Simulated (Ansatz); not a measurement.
Ge on the Al site in wurtzite AlN, relaxed from 3 sites or starts (the Al site; the Al site, started 0.95 Å off site, one bond broken, along c; the Al site, started 0.95 Å off site, one bond broken); at each charge the lowest end counts.

Level of theory: PBE, PAW (plane waves to 420 eV; Ansatz, a first-principles code). Set-up: 96-site cell; 2×2×2 shifted k-points; host gap 4.03 eV; charged states image-corrected; energies good to tenths of an eV; flagged in the runs: for some of the defects a host whose relaxation on this sampling wasn't shown to rest, a strain field that reaches the edge of the cell.

```
charge  neighbours at the lowest end (Å)  corrected energy + q E_VBM, against the first (eV)
------  --------------------------------  --------------------------------------------------
+1        N 1.89, N 1.89, N 1.89, N 1.90                                                0.00
0         N 2.02, N 2.02, N 2.04, N 2.07                                                3.95
−1        N 2.05, N 2.05, N 2.05, N 2.70                                                7.23
```

Charges from +1 to −1 were run. The lines E(q) + q E_F give the stable charge, which changes above the valence-band maximum at (+1/−1) at 3.61 eV. A charge is skipped: negative-U behaviour.
